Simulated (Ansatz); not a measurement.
LiBr (model structure, Pm-3m, No. 221, 2 atoms in the cell) was calculated with G0W0@PBEsol in Ansatz (plane waves, hard PAW, contour deformation, complete-basis limit).

Settings: largest k mesh 8×8×8 (not extrapolated in the mesh).

Cell (relaxed with PBEsol):

```
CELL_PARAMETERS angstrom
      3.46490     0.00000     0.00000
      0.00000     3.46490     0.00000
      0.00000     0.00000     3.46490
ATOMIC_POSITIONS crystal
  Li 0.00000 0.00000 0.00000
  Br 0.50000 0.50000 0.50000
```

Predict the band gap.


band gap: 5.14 eV (indirect)

Note: the relaxation could raise the start's symmetry but not lower it, so the cell can be a saddle point; the gap holds a correction of +0.28 eV to the complete basis.

Spin–orbit coupling is not included.

A model structure was made by putting elements into a prototype or built by hand; it is no filed structure, need not be a known phase, and can be a saddle point held by its symmetry.

Ansatz is an electronic-structure program.
